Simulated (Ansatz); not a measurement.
## Migration barriers: interstitial Mg in wurtzite GaN, charge state +2

Consider interstitial Mg in wurtzite GaN, charge state +2. Level of theory: PBE, PAW files of an earlier set (plane waves to 420 eV; Ansatz, a program for electronic structure).

Settings: 72 host sites, the relaxed PBE lattice, one k-point at (0.125, 0.250, 0.250), smearing 0.01 eV, spin-restricted, no image-charge correction. Static, classical nuclei. The charge state is imposed; whether it is stable for some Fermi level was not computed. Sites that were not tried may lie lower.

Barriers: single points on a 2×2×2 k-point mesh shifted by half a step along c at the bands' geometries.

| Route | Start site over the lowest site run (eV) | Hop (Å) | Forward barrier (eV) | Backward barrier (eV) | Neighbours at the start | Neighbours at the saddle | Saddle order | Forward, on the band's own sampling (eV) |
|---|---|---|---|---|---|---|---|---|
| Mg moves alone to another site | 0.00 | 3.22 | 1.85 | 1.85 | 2 Ga at 2.37, Ga at 2.38, 3 Ga at 2.59; 3 N at 2.04, 2 N at 2.46, N at 2.47 Å | Ga at 2.25, Ga at 2.45; N at 1.89, N at 1.92, N at 2.31, N at 2.32 Å | not checked, on a symmetry element | 1.84 |
| Mg moves alone to another site | 0.00 | 2.61 | 2.04 | 2.04 | 2 Ga at 2.37, Ga at 2.38, 3 Ga at 2.59; 3 N at 2.04, 2 N at 2.46, N at 2.47 Å | 3 Ga at 2.26; 2 N at 1.93, N at 1.93 Å | not checked, on a symmetry element | 2.04 |

Paths come from climbing-image nudged elastic band runs. Of the routes that converged and passed our checks, the lowest saddle point lies 1.85 eV above the lowest of the sites run (Mg moves alone to another site); other sites, such as split forms, and other routes may lie lower. A band can be held on a symmetry element, so unchecked saddle points there may be too high.
